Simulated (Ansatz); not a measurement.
KBr: energy against volume

KBr (rock salt, Fm-3m, 37.688 Å³/atom and stress up to 0.01 GPa in the relaxed cell, cube axes along x, y and z) under an equal strain ε along all three axes. PBE in Ansatz, a plane-wave DFT program (PAW, default set), 420 eV, 9×9×9 Γ-centred mesh, Fermi-Dirac smearing 0.05 eV; ions are relaxed, or left where forces stay under 0.02 eV/Å, within the symmetry of each cell.

Here V stands for volume and E for E less E0.

| volume (Å³/atom) | E less E0 (meV/atom) | pressure (GPa) |
|---|---|---|
| 35.4712 | 6.16 | 0.94 |
| 36.0169 | 3.40 | 0.68 |
| 36.5682 | 1.48 | 0.44 |
| 37.1250 | 0.36 | 0.21 |
| 37.6875 | 0.00 | 0.00 |
| 38.2557 | 0.35 | -0.19 |
| 38.8295 | 1.37 | -0.37 |
| 39.4090 | 3.03 | -0.54 |
| 39.9943 | 5.28 | -0.69 |
| 41.1822 | ? | ? |

Fit E of the 9 rows that show it with the third-order Birch-Murnaghan form, a cubic in V^(-2/3). With u = V^(-2/3) - 0.0890, the rows have u = 0.0036295, 0.0026915, 0.0017676, 0.0008578, -0.0000386, -0.0009216, -0.0017915, -0.0026485, -0.0034931. Least squares gives E = 0.000 + 34.3·u + 450283·u² + 2195371·u³. Residuals (row less fit): -0.001, 0.003, 0.000, -0.002, 0.001, 0.001, -0.001, 0.003, -0.001; standard error 0.002 (degrees of freedom: 5). Its minimum lies at u = -0.0000381, so V0 = (0.0889619)^(-3/2) = 37.69. There d²E/du² = 900100 and d³E/du³ = 1.317e7, so B0 = (4/9) × 37.69^(-7/3) × 900100 × 0.160218 = 13.5 GPa (the last factor turns the table's units into GPa), and B0' = 4 + (2/3) × 0.0889619 × (1.317e7)/900100 = 4.9. B0' rests on the cubic coefficient alone and has a standard error of 0.1 from these residuals.

Question: Estimate the missing E (V = 41.1822); what did the run itself give?

Answer: u = -0.0051454, so E = 0.000 + 34.3 × (-0.0051454) + 450283 × (-0.0051454)² + 2195371 × (-0.0051454)³ = 11.446 meV/atom. The calculation gives 11.46 meV/atom, 0.014 meV/atom above the prediction (0.1 % of the range of E in the table). The row lies outside the fitted rows, so this is an extrapolation. The scatter of the fitted rows lies at the last printed digit.

Other structures, which can take over under pressure, weren't tried. The same form fitted to the pressure column gives B0' = 4.8; series where the two differ by over 0.4 aren't shown. Rows are the converged runs of the series near zero and its far end, less any whose ions stayed unrelaxed beside relaxed ones; series whose fitted rows scatter by over a few per cent of the range, as at a crossing or softening among them, aren't shown in this form.
